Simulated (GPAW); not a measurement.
Input and output of a self-consistent single point for NiAl (Pm-3m, 2 atoms in the cell) (GPAW).

Level of theory: PBEsol, GPAW PAW datasets PBEsol (made by gpaw-setup) (plane waves; GPAW).

```
CELL_PARAMETERS angstrom
      2.89000     0.00000     0.00000
      0.00000     2.89000     0.00000
      0.00000     0.00000     2.89000
ATOMIC_POSITIONS crystal
  Al 0.50000 0.50000 0.50000
  Ni 0.00000 0.00000 0.00000
```

Reference input (self-consistent single point, DFT PBE, plane waves, GPAW PAW datasets PBE (gpaw-data 1.0.1)): mode = pw; ecut = 800 eV; xc = PBE; kpts = 9 9 9; mesh shift (steps) = 0 0 0; occupations.name = fermi-dirac; occupations.width = 0.1 eV; nbands = -10; convergence.density = 1e-05 e/electron; symmetry.symmorphic = false; symmetry.tolerance = 0.0005; maxiter = 100. This run's input differs from it in these lines:

```diff
@@ -13,3 +13,3 @@
 calc = GPAW(mode={'name': 'pw', 'ecut': 800},
-            xc='PBE',
+            xc='PBEsol',
             kpts=(9, 9, 9),
```

Its files differ too (potentials: GPAW PAW datasets PBEsol (made by gpaw-setup)).

Output (repeated stretches shortened):

```
     iter     time        total  log10-change:
                         energy   eigst   dens
iter:   1 --:--:--   -13.576305
iter:   2 --:--:--   -13.438964   -0.63  -1.46
iter:   3 --:--:--   -13.330834   -1.46  -1.52
iter:   4 --:--:--   -13.359314   -2.42  -1.57
iter:   5 --:--:--   -13.366402   -2.81  -1.85
iter:   6 --:--:--   -13.412118   -2.62  -2.26
iter:   7 --:--:--   -13.370651   -2.91  -1.92
iter:   8 --:--:--   -13.370599   -5.30  -3.35
iter:   9 --:--:--   -13.370596c  -5.74  -3.51
iter:  10 --:--:--   -13.370585c  -7.21  -3.49
iter:  11 --:--:--   -13.370572c  -5.97  -3.59
iter:  12 --:--:--   -13.370573c  -7.20  -4.06
iter:  13 --:--:--   -13.370573c  -8.48c -4.20
iter:  14 --:--:--   -13.370572c  -8.35c -4.20
iter:  15 --:--:--   -13.370571c  -8.22c -4.20
iter:  16 --:--:--   -13.370572c  -8.83c -4.45
iter:  17 --:--:--   -13.370574c  -8.23c -4.60
iter:  18 --:--:--   -13.370574c -10.48c -5.09c
Converged after 18 iterations.

Dipole moment: (0.000000, -0.000000, -0.000000) |e|*Ang

Energy contributions relative to reference atoms: (reference = -47922.716557)

Kinetic:        +10.093079
Potential:       -5.650632
External:        +0.000000
XC:             -17.882715
Entropy (-ST):   -0.029230
Local:           +0.084310
SIC:             +0.000000
--------------------------
Free energy:    -13.385188
Extrapolated:   -13.370574

Showing only first 2 kpts
 Kpt  Band  Eigenvalues  Occupancy
  0     7      7.28818    2.00000
  0     8      7.28818    2.00000
  0     9     14.21234    0.00000
  0    10     14.21234    0.00000

  1     7      7.19085    2.00000
  1     8      7.29883    2.00000
  1     9     12.40231    0.00000
  1    10     14.51212    0.00000

Fermi level: 8.82273

No gap
No difference between direct/indirect transitions
Energy (eV): -13.370574

Forces in eV/Ang:
  0 Al    0.00000    0.00000    0.00000
  1 Ni    0.00000    0.00000    0.00000

Stress tensor:
     0.022775     0.000000     0.000000
     0.000000     0.022775     0.000000
     0.000000     0.000000     0.022775
Stress (GPa, Voigt): [3.6489 3.6489 3.6489 0.     0.     0.    ]
```

The run converged in 18 iterations. GPAW prints stress with tension positive. Against the reference run the pressure goes from 1.36 to -3.65 GPa.

The starting cell has typed, rounded lattice constants, without a prior relaxation at this level. Spin polarisation is off. With a pressure of about -4 GPa the cell is away from its equilibrium volume at this level.
